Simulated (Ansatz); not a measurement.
B on the Ru site (B_Ru) in hcp Ru (start: the Ru site; 48-site cell, 4×4×4 shifted sampling), host crystal and elements as references (Δμ(Ru) = 0.00 eV, Δμ(B) = 0.00 eV; B taken from its element, since no compound that bounds it was computed at this level; only phases computed here count, gases as isolated molecules at 0 K). The numbers are results of PBE, PAW (plane waves to 420 eV; Ansatz, a first-principles code), not measurements. In charge state 0 (not spin-polarised) the formation energy is 2.21 eV. The crystal has 7.26 × 10^22 Ru sites per cm³.

Question: Estimate the equilibrium concentration at 1100 K in the dilute limit, leaving out vibrational entropy and degeneracy.

Answer: kT = 0.0948 eV; c = N exp(−E_f / kT) = 7.26 × 10^22 × exp(−23.3) ≈ 5 × 10^12 cm^-3. An error of 0.2 eV in E_f moves this by a factor of 8.
